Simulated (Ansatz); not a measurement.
# A computed series for hypothetical P4_2/mnm BAs: carrier doping

Take BAs (space group P4_2/mnm, No. 136; a = 5.837 Å, c = 3.362 Å; a hypothetical phase, not in the database extracts checked) as the base.

Carriers are added at fixed cell with a uniform background; the Fermi–Dirac width is that of 300 K.

Level of theory: Ansatz (a quantum-chemistry and plane-wave program), PBEsol, PAW, cutoff 420 eV, no SOC.

Notes on the quantities. Fermi level from band edge: Fermi level relative to the doped band's edge (positive inside the band; to 0.05 eV).

```tsv
electron density (10^21 cm⁻³)	Fermi level from band edge (eV)
2	0.75
3	?
5	1.00
7	1.05
```

**Question.** Fit E_F = C n^s, fitted as a line in log–log form (a parabolic band gives s = 2/3) to the rows shown and predict the withheld row.

**Answer.** Least squares on the printed values gives C = 0.62 eV, s = 0.28 (largest residual 0.03 eV); this predicts 0.85 eV, and the run gives 0.85 eV, in agreement.

Charged cell with a jellium background: band edges are those of the host's band count, energies are not comparable with the neutral cell, and many-body gap narrowing is missing. Whether these cells are dynamically stable was not tested.
